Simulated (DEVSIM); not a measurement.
System: W/HfO2/p-In0.53Ga0.47As capacitor, at 250 K.

```tsv
layer (left to right)	material	thickness (nm)	Na (cm⁻³)
1	HfO2	2.60	-
2	In0.53Ga0.47As	4800	1.4e16
```

Metal gate on the left, work function 4.6 eV. Fixed charge at the semiconductor interface 0 cm⁻² (in units of +e); no interface traps.

Constants are typed, rounded textbook-type inputs, not results; the design itself was drawn at random and stands for no fabricated device. Values at 300 K; Nc and Nv go as T^1.5, mobilities as T to minus their exponent, the gap by Varshni's rule with the affinity fixed.

```tsv
parameter	HfO2	In0.53Ga0.47As
gap (eV)	5.7	0.74
affinity (eV)	2.5	4.51
permittivity	22	13.9
Nc (cm⁻³)	-	2.1e17
Nv (cm⁻³)	-	7.7e18
Varshni α (eV/K)	-	0.00035
Varshni β (K)	-	190
```

DEVSIM, 1D Poisson equation in equilibrium, Boltzmann statistics, complete ionisation; no quantum confinement or tunnelling. Metal contacts follow the ideal Schottky-Mott rule: no Fermi-level pinning, no interface dipoles.

Base results: threshold voltage (band bending 2φF) (V) 0.05; flat-band voltage (V) -0.53; minimum of the low-frequency capacitance (μF/cm²) 0.0552.

Q: What follows from this one change: gate work function 4.6 → 4.75 eV?

A: threshold voltage (band bending 2φF) 0.05 → 0.20 V; flat-band voltage -0.53 → -0.38 V; minimum of the low-frequency capacitance little changed (0.0552 μF/cm²).

Q: What follows from this one change: fixed charge 0 → -1.05e+13 cm^-2?

A: threshold voltage (band bending 2φF) 0.05 → 0.27 V; flat-band voltage -0.53 → -0.31 V; minimum of the low-frequency capacitance little changed (0.0553 μF/cm²).

Q: What follows from this one change: interface trap density 0 → 1e+10 cm^-2 eV^-1?

A: threshold voltage (band bending 2φF) little changed (0.05 V); flat-band voltage little changed (-0.53 V); minimum of the low-frequency capacitance 0.0552 → 0.0568 μF/cm².

Q: What follows from this one change: substrate doping 1.4e+16 → 7e+15 cm^-3?

A: threshold voltage (band bending 2φF) 0.05 → 0.03 V; flat-band voltage -0.53 → -0.52 V; minimum of the low-frequency capacitance 0.0552 → 0.0403 μF/cm².
